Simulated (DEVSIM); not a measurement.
Structure: abrupt Si p-n junction, at 400 K.

| layer (left to right) | material | thickness (μm) | Nd (cm⁻³) | Na (cm⁻³) | τn (s) | τp (s) |
|---|---|---|---|---|---|---|
| 1 | Si | 0.780 | - | 3.9e18 | 8.9e-5 | 8.9e-5 |
| 2 | Si | 100 | 2.6e16 | - | 8.9e-5 | 8.9e-5 |

Left contact: ohmic. Right contact: ohmic. Voltage is applied to the left contact. Recombination: SRH at mid-gap, radiative, Auger. Mobility is μmin + (μ − μmin)/(1 + (N/Nref)^α).

This is a model device: material constants are rounded textbook-type values typed into the input, and sizes, dopings and lifetimes were drawn at random. Values at 300 K; Nc and Nv go as T^1.5, mobilities as T to minus their exponent, the gap by Varshni's rule with the affinity fixed.

| parameter | Si |
|---|---|
| gap (eV) | 1.124 |
| affinity (eV) | 4.05 |
| permittivity | 11.7 |
| Nc (cm⁻³) | 2.86e19 |
| Nv (cm⁻³) | 3.1e19 |
| μn (cm²/Vs) | 1417 |
| μp (cm²/Vs) | 470 |
| μn,min | 52 |
| μp,min | 45 |
| Nref,n | 9.7e16 |
| Nref,p | 2.2e17 |
| αn | 0.68 |
| αp | 0.72 |
| T exponent of μn | 2.3 |
| T exponent of μp | 2.2 |
| B (cm³/s) | 4.7e-15 |
| Cn (cm⁶/s) | 2.8e-31 |
| Cp (cm⁶/s) | 9.9e-32 |
| Varshni α (eV/K) | 0.000473 |
| Varshni β (K) | 636 |

Model (solved in DEVSIM): 1D drift-diffusion, Boltzmann statistics, complete ionisation; no tunnelling, impact ionisation, image-force lowering or self-heating.

The thickness of layer 1 was swept, all else fixed.

| thickness of layer 1 (μm) | dark forward voltage at 1 A/cm² (V) | dark forward voltage at 100 A/cm² (V) |
|---|---|---|
| 0.16 | 0.507 | 0.792 |
| 0.27 | 0.518 | 0.787 |
| 0.47 | 0.527 | 0.783 |
| 0.78 | 0.533 | 0.781 |
| 1.3 | 0.538 | 0.780 |
| 2.3 | 0.541 | 0.779 |
| 3.9 | 0.543 | 0.780 |

From the first row to the last the dark forward voltage at 1 A/cm² goes from 0.507 to 0.543. From the first row to the last the dark forward voltage at 100 A/cm² goes from 0.792 to 0.780.
